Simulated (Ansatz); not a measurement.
Candidates (primitive cells; geometry: cell and atoms relaxed with PBEsol):
A. KBr (Fm-3m), a = 4.6313 Å, b = 4.6313 Å, c = 4.6313 Å, α = 60.00°, β = 60.00°, γ = 60.00°
B. RhCuO$_{2}$ (R-3m), a = 5.9106 Å, b = 5.9106 Å, c = 5.9106 Å, α = 30.12°, β = 30.12°, γ = 30.12°
C. LiNbO₃ (R3c), a = b = c = 5.479 Å, α = β = γ = 55.88°
D. BAs (F-43m), a = 3.3714 Å, b = 3.3714 Å, c = 3.3714 Å, α = 60.00°, β = 60.00°, γ = 60.00°
E. CdS (P6_3mc), a = b = 4.124 Å, c = 6.709 Å, α = β = 90.00°, γ = 120.00°

Q: Put the candidates in order of electron conductivity mass, lowest first, for PBEsol, rigid bands (Ansatz, a first-principles code).

A: E (0.133 mₑ), D (0.30 mₑ), A (0.38 mₑ), B (0.56 mₑ), C (1.64 mₑ)

Masses are for dilute carriers at 300 K, harmonic means over directions unless an axis is named. Spin-orbit coupling is left out.

Formula and space group known from diffraction (Crystallography Open Database), not checked to be the room-temperature form: RhCuO2 (R-3m).
